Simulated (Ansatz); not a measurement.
The starting structures come from a database of crystals and need not be the phases stable at ambient conditions.

 Where the default PAW files enter, the runs use the earlier of Ansatz's two default sets.

Crystal: KRb$_{2}$ScF$_{6}$ (Fm-3m, not sure to be the ambient phase, 10 atoms a cell, 19.5 Å³ an atom, -2 GPa at this level); planes in its conventional cell.

Calculation: r2SCAN (plane waves, PAW; Ansatz, a first-principles code).

No gap correction and no spin-orbit coupling; mid-gap values are interpolated between computed energies.

```csv
plane,area of the cell (Å²),mid-gap κ (1/Å),largest κ in the gap (1/Å)
(110),59.8,0.55,0.56
(001),42.3,?,?
(111),36.6,0.56,?
```

The slowest decay depends on the direction. Supply the withheld values.


- (001), mid-gap κ (1/Å): 0.52
- (001), largest κ in the gap (1/Å): 0.52
- (111), largest κ in the gap (1/Å): 0.57
